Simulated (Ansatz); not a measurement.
Te, alloy series

The parent structure is Te (space group P3_121, No. 152; a = 4.6235 Å, c = 5.9044 Å; made of chains).

The other end (x = 1) is Se (space group P3_121, No. 152; made of chains): 29.24 Å³/atom, gap 1.33 eV.

Se replaces a fraction x of Te; each row is one arrangement (x, atoms in the cell, starting space group or random), fully relaxed.

All numbers come from r2SCAN (Ansatz, a quantum-chemistry and plane-wave program), spin-orbit coupling left out, earlier PAW set.

Candidates:
(a) x(Se) = 0.667, 6 atoms, P1
(b) x(Se) = 0.167, 6 atoms, P1
(c) x(Se) = 0.5, 6 atoms, C2
(d) x(Se) = 0.5, 6 atoms, P3_221

For the base:

| Item | Value |
|---|---|
| Volume per atom | 36.44 Å³ |

Task: Order them by volume per atom, highest first.

Result: (b) x(Se) = 0.167, 6 atoms, P1 (35.08 Å³), (c) x(Se) = 0.5, 6 atoms, C2 (32.76 Å³), (d) x(Se) = 0.5, 6 atoms, P3_221 (32.51 Å³), (a) x(Se) = 0.667, 6 atoms, P1 (31.60 Å³)

Each cell is one ordered arrangement of few atoms, which overstates ordering effects compared with a random alloy. With Te present, leaving out spin-orbit coupling can change the band edges. Whether these cells are dynamically stable was not tested. No dispersion term is included, though the crystal is made of layers, chains or molecules, so its spacings can come out too wide.
